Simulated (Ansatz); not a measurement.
Crystal: KTaO3 (Pm-3m, cubic perovskite, 5 atoms a cell, 12.8 Å³ an atom); planes in its conventional cell.

All values below come from r2SCAN (plane waves, PAW; Ansatz, a first-principles code).

The gap is the functional's own. No spin-orbit coupling. Mid-gap values are interpolated on the energy grid.

```json
[
 {"plane": "(110)", "area of the cell (Å²)": "22.6", "mid-gap κ (1/Å)": "0.24", "largest κ in the gap (1/Å)": "0.25"},
 {"plane": "(111)", "area of the cell (Å²)": "27.6", "mid-gap κ (1/Å)": "[?]", "largest κ in the gap (1/Å)": "[?]"},
 {"plane": "(001)", "area of the cell (Å²)": "16.0", "mid-gap κ (1/Å)": "[?]", "largest κ in the gap (1/Å)": "[?]"}
]
```

Problem. The slowest decay depends on the direction. Supply the withheld values.

Solution. 
- (111), mid-gap κ (1/Å): 0.29
- (111), largest κ in the gap (1/Å): 0.30
- (001), mid-gap κ (1/Å): 0.26
- (001), largest κ in the gap (1/Å): 0.26
